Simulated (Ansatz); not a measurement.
What pressure 10 GPa does to SrTiO3

Take SrTiO₃ in the cubic perovskite structure (space group Pm-3m, No. 221; a = 3.9365 Å) as the base.

It is then changed as follows: a hydrostatic pressure of 10 GPa.

The values are results of plane-wave PAW DFT at the PBE level (Ansatz, a program for electronic structure, 420 eV), no SOC, earlier PAW set, not measurements. Settings: 8×8×8 k-points, 0.05 eV Fermi–Dirac smearing.

```tsv
quantity	base	changed	shift
volume per atom	12.20 Å³	11.58 Å³	-0.62 Å³
density	4.99 g/cm³	5.26 g/cm³	+0.27 g/cm³
lattice parameter a	3.936 Å	3.869 Å	-0.0679 Å
shortest interatomic distance	1.968 Å	1.934 Å	-0.034 Å
enthalpy H = E + PV relative to the base's energy	–	+0.74 eV/atom	–
band gap	1.85 eV	1.95 eV	+0.10 eV
gap character	indirect, R → Γ	indirect, R → Γ	–
smallest direct gap	2.20 eV	2.26 eV	+0.067 eV
mean gap deformation potential ΔEg/Δln V	–	-1.9 eV	–
width of the top valence band	1.00 eV	1.04 eV	+0.04 eV
```

Final structure:

```
SrTiO3
1.0
    3.86855     0.00000     0.00000
    0.00000     3.86855     0.00000
    0.00000     0.00000     3.86855
Sr Ti O
1 1 3
Direct
  0.00000   0.00000   0.00000
  0.50000   0.50000   0.50000
  0.00000   0.50000   0.50000
  0.50000   0.50000   0.00000
  0.50000   0.00000   0.50000
```

Cost of the whole job for the changed cell (relaxation, final SCF and bands): very roughly 40 core-seconds.

Load acts through the strain it causes; cell and atoms are relaxed under it. No phonon test of stability was made. No other phases were tried under pressure. The final runs are not spin-polarised. Many cubic perovskites are stable only at high temperature; tilts and polar distortions were not tested.
